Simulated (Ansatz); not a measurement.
How the volume per atom of CdSe (model structure, started from the PtS type, P4₂/mmc, No. 131, 4 atoms in the cell) moves with the method

No measured value is used here.

Q: Put these levels in order of the volume per atom that they give for CdSe (model structure, started from the PtS type, P4₂/mmc, No. 131, 4 atoms in the cell), smallest first: PBE (Ansatz, a program for electronic structure), PBE-D3(BJ) (Ansatz), PBEsol (Ansatz).

A: PBEsol (29.01 Å³/atom), PBE-D3(BJ) (29.35 Å³/atom), PBE (30.81 Å³/atom)

Ansatz's density-functional and Hartree–Fock values are scalar-relativistic unless marked +SOC, with PAW data made under PBE.

A model structure was made by putting elements into a prototype or built by hand; it is no filed structure, need not be a known phase, and can be a saddle point held by its symmetry.
